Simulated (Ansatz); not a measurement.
Amorphous Si24O48Ag2

A CHGNet melt-quench gave the starting glass, which DFT then relaxed. O atoms were pushed apart under 1.9 Å during the dynamics, to hinder bonds among them. The hot cell started wider than the set density and was brought back towards it in steps. It is the lowest in DFT energy of 2 quenches. It is a model cell: composition and starting density were chosen by hand, and all elements were melted together. No dispersion term was used.

Methods: PBE, scalar-relativistic without spin-orbit coupling (Ansatz, an electronic-structure program); r2SCAN, scalar-relativistic without spin-orbit coupling (Ansatz); HSE06, scalar-relativistic without spin-orbit coupling (Ansatz). Geometry, pressure, stress and energy are those of the PBE run. Its sampling: a 2×2×2 Γ-centred mesh; Fermi-Dirac width 0.02 eV; no spin polarisation. Other functionals are single points at the zone centre (r2SCAN at 500 eV; exact exchange cut at the cell's faces), free to take moments where seeds were set. At PBE the levels at both edges of the gap are localised (band-tail or defect states), and the nearest spread-out levels lie 5.9 eV apart at the zone centre.

The number of atoms in the cell comes out as 74. The density (held, not predicted) comes out as 2.45 g/cm³, the volume per atom is 15.16 Å³ and the pressure on a 2×2×2 Γ-centred mesh is -0.75 GPa. The largest force and stress component on that mesh (the relaxation ran on the zone centre alone) is 0.18 eV/Å and 2.5 GPa, the energy relative to alpha cristobalite + fcc Ag (lowest mix at this level among the phases computed, not always the ambient ones) is 0.162 eV/atom and the gap between localised states on a 2×2×2 Γ-centred mesh (PBE) is 1.74 eV. The gap between localised states at the zone centre (PBE) comes out as 1.88 eV. The gap between localised states at the zone centre (r2SCAN) is 2.12 eV. The gap between localised states at the zone centre (HSE06) is 2.80 eV.

Cut-offs for bonds: Si-Si 2.60 Å, Si-O 2.06 Å, Si-Ag 2.82 Å, O-O 1.58 Å, O-Ag 2.53 Å, Ag-Ag 3.19 Å. Two cations that share two anions don't count as bonded, nor two that share one unless they lie closer than Si-Si 2.38 Å, Si-Ag 2.74 Å, Ag-Ag 3.10 Å.

```yaml
Mean coordination of Si by anions: 4.00 (24 with 4); 1 close contacts or bonds to cations besides
Mean coordination of O: 2.06 (45 with 2, 3 with 3)
Mean coordination of Ag by anions: 1.50 (1 with 1, 1 with 2); 1 close contacts or bonds to cations besides
Mean Si-O bond: 1.650 Å (spread 0.051 Å, 96 counted)
Mean O-Ag bond: 2.297 Å (spread 0.109 Å, 3 counted)
```

Its density started from a set value of 2.45 g/cm³. The quench (nominally 480 K/ps over its main leg) was far faster than any real one, so the model tends to hold more defects than a real film. A cell of this size samples the disorder only roughly. The volume was held where the preparation left it, at a PBE pressure of -0.7 GPa (tension). Stress components on the final sampling reach 2.5 GPa. On a 2×2×2 Γ-centred mesh force components of up to 0.18 eV/Å stay, since the relaxation ran on the zone centre alone.
